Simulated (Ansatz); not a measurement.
An Ansatz (a program for electronic structure) input (PBEsol (Ansatz), scalar-relativistic without spin-orbit coupling):

Ansatz 0.2 input:
```yaml
crystal:
  lattice:
    - [-2.8651060664, 2.8651060664, 5.6360767402]
    - [2.8651060664, -2.8651060664, 5.6360767402]
    - [2.8651060664, 2.8651060664, -5.6360767402]
  atoms:
    - { symbol: Ge, position: [0.5, 0.5, 0] }
    - { symbol: Cu, position: [0.25, 0.75, 0.5] }
    - { symbol: Cu, position: [0.75, 0.25, 0.5] }
    - { symbol: Se, position: [0.4041980311, 0.4041980311, 0.5343767094] }
    - { symbol: Se, position: [0.5958019689, 0.1301786783, 0] }
    - { symbol: Se, position: [0.8698213217, 0.8698213217, 0.4656232906] }
    - { symbol: Se, position: [0.1301786783, 0.5958019689, 0] }
    - { symbol: Cd, position: [0, 0, 0] }
basis: { ecutwfc: 420, ecutrho_ratio: 4, xc_grid: 2, fft_grid_basis: typed }
kpoints: { mp_grid: { grid: [8, 8, 8] } }
hamiltonian:
  xc: pbesol
  dispersion: none
  pseudopotentials: { kind: paw }
scf: { occupations: { method: fermi_dirac, width: 0.05 }, convergence: { dr2_threshold: 0.0000000008 } }
relax: { f_tol: 0.005, max_steps: 50 }
output: { forces: true, stress: true }
checkpoint: { write: state.ck, write_every: 1000 }
```

**Question.** Which symmetry and how many k-points will the program report, and about how many plane waves at Γ?

**Answer.** Space group I-42m (ITA 121) with 8 operations, k-points 59 of 512, and 3667 plane waves at Γ.

**Question.** And the final pressure?

**Answer.** -1.37 GPa (compression positive).

The mesh was chosen for an insulator and is coarse for the gapless case. The cells carry an imposed strain or load. Stability against distortions was not tested. The final runs are not spin-polarised. The cell was made from CdCu2GeSe4 (space group I-42m, No. 121) by this change: uniaxial strain ε_zz = +2.25 %.
